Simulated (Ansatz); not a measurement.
SrZrS3 (model structure, started from the cubic perovskite type, Pm-3m, No. 221, 5 atoms in the cell) was calculated with PBE0 (Ansatz, a first-principles code, PAW).

Settings: plane-wave cutoff 460 eV, 4×4×4 k mesh, Fermi–Dirac smearing 0.01 eV, scalar-relativistic PAW data made under PBE.

Cell (relaxed with PBEsol):

```
SrZrS3
1.0
    4.94808     0.00000     0.00000
    0.00000     4.94808     0.00000
    0.00000     0.00000     4.94808
Sr Zr S
1 1 3
Direct
  0.00000   0.00000   0.00000
  0.50000   0.50000   0.50000
  0.00000   0.50000   0.50000
  0.50000   0.50000   0.00000
  0.50000   0.00000   0.50000
```

Q: What does this level give for the band gap and smallest direct gap on the k points sampled?

A: 
- band gap = 1.78 eV (on the SCF k mesh)
- smallest direct gap on the k points sampled = 2.34 eV

Note: the relaxation could raise the start's symmetry but not lower it, so the cell can be a saddle point; cell and atoms aren't relaxed at this level (pressure 1.8 GPa).

Spin–orbit coupling is not included.

Cost on a shared machine: around 120 core-seconds (rough).

A model structure was made by putting elements into a prototype or built by hand; it is no filed structure, need not be a known phase, and can be a saddle point held by its symmetry.
